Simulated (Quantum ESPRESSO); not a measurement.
Quantum ESPRESSO 7.5, DFT, PBE, plane waves, SSSP 1.1.2 efficiency PBE: diamond-structure Si with 2 Ge on Si sites (Si14Ge2), unrelaxed at the host's lattice constant, 16 atoms. Basis and mesh were picked for this test and aren't claimed converged.

| Quantity | Result |
|---|---|
| cell | 7.68, 7.68, 7.68 Å; 60, 60, 60° |
| task | scf |
| k mesh | 2×2×2 |
| ecutwfc | 45 Ry |
| ecutrho | 360 Ry |
| occupations | smearing |
| smearing | gaussian |
| degauss | 0.005 Ry |
| conv_thr | 1.6e-08 Ry |
| tprnfor | true |
| tstress | false |
| k-point pools (-nk) | 4 |
| diagonalization | david (default) |
| k-points computed | 4 |
| bands | 50 |
| electrons | 84 |
| G-vectors of the density | 248849 |
| FFT grid | 90×90×90 |
| symmetry operations | 6 |

Settings of this run: mixing_mode = plain, mixing_beta = 0.1, mixing_ndim = 8; 8 ranks.

| SCF iteration | band solver's avg # of iterations (first pass) | estimated scf accuracy (Ry) |
|---|---|---|
| 1 | 3.2 | 0.47215373 |
| 2 | 1.0 | 0.37722173 |
| 3 | 2.0 | 0.01282177 |
| 4 | 7.0 | 0.01037733 |
| 5 | 2.0 | 0.02451958 |
| 6 | 3.5 | 0.00416411 |
| 7 | 1.0 | 0.00300780 |
| 8 | 2.0 | 0.00072519 |
| 9 | 1.0 | 0.00062755 |
| 10 | 2.5 | 0.00006684 |
| 11 | 3.8 | 0.00000363 |
| 12 | 4.5 | 0.00000498 |
| 13 | 3.0 | 0.00002014 |
| 14 | 2.0 | 0.00001274 |
| 15 | 2.0 | 0.00000421 |
| 16 | 2.2 | 0.00001055 |
| 17 | 2.0 | 0.00000157 |
| 18 | 3.0 | 0.00000013 |
| 19 | 4.2 | 0.00000002 |
| 20 | 3.5 | 6.3E-09 |

It converged after 20 SCF iterations.

### Question
The cycle is slow. Which setting should be changed?

### Answer
Several could match; the one computed here: mixing_beta = 0.4 (10 SCF iterations) or mixing_beta = 0.7 (default) (11 SCF iterations) or mixing_beta = 1 (11 SCF iterations), all else kept. The other changes of this size gave: mixing_beta = 0.2 (14); mixing_mode = local-TF (15); mixing_mode = TF (19). The first change moves the result by: energy under 0.001 meV/atom, forces (largest component) 0.93 meV/Å. Counts are of single runs.
